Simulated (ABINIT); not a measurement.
Band structure of Be (P6_3/mmc, 4 atoms in the cell).

```yaml
crystal:
  lattice:
    - [2.32154, 0.00000, 0.00000]
    - [-1.16077, 2.01052, 0.00000]
    - [0.00000, 0.00000, 7.46958]
  atoms:
    - { symbol: Be, position: [0.00000, 0.00000, 0.00000] }
    - { symbol: Be, position: [0.00000, 0.00000, 0.50000] }
    - { symbol: Be, position: [0.33333, 0.66667, 0.25000] }
    - { symbol: Be, position: [0.66667, 0.33333, 0.75000] }
```

Level of theory: PBE, norm-conserving pseudopotentials (PseudoDojo nc-sr-05 PBE standard) (plane waves; ABINIT).

Settings: pseudos = [Be.upf]; ecut = 44 Ha; occopt = 7; tsmear = 0.272 eV; ngkpt = 16 16 5; nshiftk = 1; shiftk = 0 0 0; potentials = PseudoDojo nc-sr-05 PBE standard; kptopt = 1; nstep = 50; toldfe1 = 1e-09 Ha; ndtset = 2; getden2 = 1.

The starting cell was generated: these elements placed on a structure prototype, without a prior relaxation; it need not be a known phase or ordering of this composition. Its lattice was rescaled by a random factor within 2.5 % of one.

Levels in eV from the Fermi level, bands 5 to 12:
```tsv
point	5	6	7	8	9	10	11	12
Γ	-10.91	-8.90	-8.88	-4.39	0.36	9.26	9.26	15.22
M	-4.63	-3.79	-3.41	-2.59	0.95	0.97	3.91	5.56
K	-1.83	-1.83	-1.01	-0.96	-0.46	-0.46	2.27	2.27
A	-10.41	-10.41	-6.46	-6.46	3.56	3.56	15.42	15.42
L	-4.33	-4.33	-2.93	-2.93	1.46	1.46	3.33	3.33
H	-1.85	-1.85	-0.98	-0.98	-0.44	-0.44	2.31	2.31
```

Bands cross the Fermi level along this path, so the cell is metallic at this level.
